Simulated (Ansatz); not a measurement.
Results of RPBE (Ansatz, a quantum-chemistry and plane-wave program, PAW) for corundum Ga2O3 (metastable phase).

Settings: plane-wave cutoff 520 eV, 8×8×8 k mesh, Fermi–Dirac smearing 0.01 eV, scalar-relativistic PAW data made under PBE.

Response to compression and expansion:

Shape and atoms are relaxed at each volume.

| V (Å³/atom) | P (GPa) | direct gap at Γ (eV) | smallest gap on the k mesh (eV) | c (Å) |
|---|---|---|---|---|
| 9.907 | 8.24 | 2.883 | 2.661 | 13.529 |
| 10.114 | 3.90 | 2.661 | 2.451 | 13.643 |
| 10.320 | 0.01 | 2.448 | 2.248 | 13.755 |
| 10.526 | -3.48 | 2.243 | 2.053 | 13.864 |
| 10.733 | -6.59 | 2.047 | 1.866 | 13.970 |

The fundamental gap (2.23 eV at the equilibrium volume, with added k points) lies elsewhere than Γ–Γ.

Note: the bulk modulus comes from volumes at which shape and atoms were relaxed.

Spin–orbit coupling is not included.
